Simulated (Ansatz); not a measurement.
AlN (model structure, from the CsCl type, Pm-3m, No. 221), treated with HSE06 in Ansatz (plane waves, PAW).

Input:

Ansatz 0.2 input:
```yaml
crystal:
  lattice:
    - [2.5938635381, 0.0, 0.0]
    - [0.0, 2.5938635381, 0.0]
    - [0.0, 0.0, 2.5938635381]
  atoms:
    - { symbol: Al, position: [0.0, 0.0, 0.0] }
    - { symbol: N, position: [0.5, 0.5, 0.5] }
basis:
  ecutwfc: 460
  ecutrho_ratio: 4
  xc_grid: 2
kpoints:
  mp_grid: { grid: [10, 10, 10] }
hamiltonian:
  xc: hse06
  dispersion: none
  pseudopotentials: { kind: paw }
scf:
  occupations: { method: fermi_dirac, width: 0.05 }
  convergence: { dr2_threshold: 0.0000000002 }
output:
  forces: true
  stress: true
  eigenvalues: true
```

From the output:

```
WARN output.stress: scf.exx.energy_threshold = 1e-6 eV is looser than the 2e-8 eV advised for a stress under a hybrid functional (1e-8 eV for each atom of the …
Crystal: 2 atoms, lattice volume = 17.452 Å³
Basis set: ecut = 460 eV, 389 PW (Γ), exchange–correlation on 40×40×40 points (8 copies of the dense FFT grid, shifted against one another)
Bands: 8, of which v1, the nominal top of the filled ones, is band 4 counted from 1 (3 counted from 0)
Symmetry: 48 space group operations
Space group: Pm-3m (ITA 221), of the structure as read, at distance tolerance 2.6e-5 Å
k-points: 56 of 1000
SCF iter   1: F=—  HF=-920.808107 eV  |F-HF|=—  |Δ(HF+E_count)|=         —  Δρ=2.11e-3  dr2=5.26e-4
SCF iter   2: F=—  HF=-920.808248 eV  |F-HF|=—  |Δ(HF+E_count)|=   1.40e-4  Δρ=8.62e-4  dr2=7.57e-5
  ...
SCF 1 converged in 6 iterations: F = -920.808311 eV  dr2 = 3.03e-12
Crystal: 2 atoms, lattice volume = 17.452 Å³
Initial density: handed on by an earlier stage of this run
Crystal: 2 atoms, lattice volume = 17.452 Å³
SCF iter   5: F=—  HF=-920.935070 eV  |F-HF|=—  |Δ(HF+E_count)|=  6.72e-10  Δρ=1.28e-6  dr2=2.54e-10
SCF iter   6: F=-920.935070 eV  HF=-920.935070 eV  |F-HF|=1.34e-11  |Δ(HF+E_count)|=  6.31e-11  Δρ=3.60e-7  dr2=1.83e-11
SCF 3 converged in 6 iterations: F = -920.935070 eV  dr2 = 1.83e-11
Free energy (F): -920.935070 eV
Internal energy: -920.932029 eV  (E = F + TS)
E sigma→0 (E₀):  -920.933549 eV
Fermi energy:    11.917093 eV
--- Stress (GPa, compression-positive) ---
       -4.718374       0.000000       0.000000
        0.000000      -4.718374       0.000000
        0.000000       0.000000      -4.718374
  P = ⅓ Tr σ = -4.7184 GPa (-47.184 kbar)
```

The PAW data were made under PBE.

Note: PBE has no gap here, and a hybrid on a coarse mesh can open a false one. Note: the cell keeps the symmetry of its start, so it can be a saddle point. Note: cell and atoms aren't relaxed at this level (pressure -4.7 GPa).

Computing time: roughly 40 core-seconds.

A model structure was made by putting elements into a prototype or built by hand; it is no filed structure, need not be a known phase, and can be a saddle point held by its symmetry.

Ansatz is a first-principles code.
